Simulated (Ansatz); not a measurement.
# Defect calculation: O on the N site (broken-bond start) in wurtzite AlN

Method: PBE, PAW (plane waves to 420 eV; Ansatz, an electronic-structure program). The supercell holds 192 host sites (4×2×3 repeats of a cell of 8 atoms), with a 2×2×1 shifted k-point sampling for the final energies. Sites at the start: the N site; started 0.95 Å off site, one bond broken, along c. Finite-size correction: monopole term and site-potential alignment. Dielectric constants: PBE linear response of the host. Host gap at this level: 4.03 eV. Finite-size and sampling errors can reach tenths of an eV here. PBE underestimates the host's gap, which shifts levels and can delocalise carriers. Spin–orbit coupling is left out. Each state is the lowest found from its start.

Formation energies E_f are given with the Fermi level at the valence-band maximum. Chemical conditions: Al-rich (Δμ(N) = -2.74 eV, Δμ(O) = -4.96 eV, bounded by corundum; only phases computed here count, gases as isolated molecules at 0 K); N-rich (Δμ(N) = 0.00 eV, Δμ(O) = -3.14 eV, bounded by corundum; only phases computed here count, gases as isolated molecules at 0 K). Reference phases: N: N2 molecule in a box, O: O2 molecule in a box.

Charges with a result: +1, 0, −1. Others weren't obtained, and one of them could lie lower, also by skipping a charge.

```tsv
charge	moment (μB)	largest move off a lattice site (Å)	image correction with alignment (eV)	E_f, Al-rich (eV)	E_f, N-rich (eV)
+1	not spin-polarised	0.10	0.18	-1.84	-0.93
0*	fractional	0.09	–	–	–
−1†	not spin-polarised	0.97	0.15	–	–
```

* At this level the carrier isn't localised at the defect: at charge 0 electrons occupy the conduction band. Such a state is shallow or no state of the defect, and this cell gives it no level.

† Not settled in this cell, so no level is given: charge −1: level within 0.1 eV of a band edge or past it.

Not the lowest form: the same atoms on another site or from another start ended lower, by 0.16 eV at charge −1.

Flagged in the runs: a host whose relaxation on this sampling wasn't shown to rest, a strain field that reaches the edge of the cell.
